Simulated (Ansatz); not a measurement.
The parent structure is SiC in the wurtzite structure (space group P6_3mc, No. 186; a = 3.092 Å, c = 5.074 Å). Axes: x lies along a and z along c of the hexagonal cell.

The values are results of PBE/PAW in Ansatz (a first-principles code), no SOC, not measurements.

The change: uniaxial strain ε_zz = −0.60 %, all other strain components held at zero; the atoms relax in the strained cell.

Predict the stress tensor and what it implies for the stiffness.

Stress of the strained cell less that of the base (GPa, compression positive):
```
   0.31    0.00    0.00
   0.00    0.31    0.00
   0.00    0.00    3.23
```

Then −Δσ_ii/ε with ε = -0.0060 gives relaxed-ion elastic constants: C33 ≈ 538 GPa, C13 ≈ 52 GPa and C23 ≈ 52 GPa.

Whether these cells are dynamically stable was not tested.
